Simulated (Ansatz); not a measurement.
The parent structure is MgO (space group P4_2/mnm, No. 136; a = 5.510 Å, c = 3.276 Å; a hypothetical phase, not in the database extracts checked).

One thing is altered: a hydrostatic pressure of 0.7 GPa.

Levels (all Ansatz, an electronic-structure program, PAW): PBEsol (420 eV, no SOC); HSE06 (420 eV, no spin-orbit coupling).

The geometry is relaxed with PBEsol.

| Item | Value |
|---|---|
| PBEsol band gap | 3.38 eV |

**Question.** Predict the band gap from HSE06.

**Answer.** The band gap goes up by 1.72 eV, from 3.38 eV to 5.10 eV.

Single points use the geometry relaxed with PBEsol. HSE06 was sampled on its mesh, a few special points and the semilocal edge points, so its gap is an upper bound. Load acts through the strain it causes; cell and atoms are relaxed under it. Whether these cells are dynamically stable was not tested.
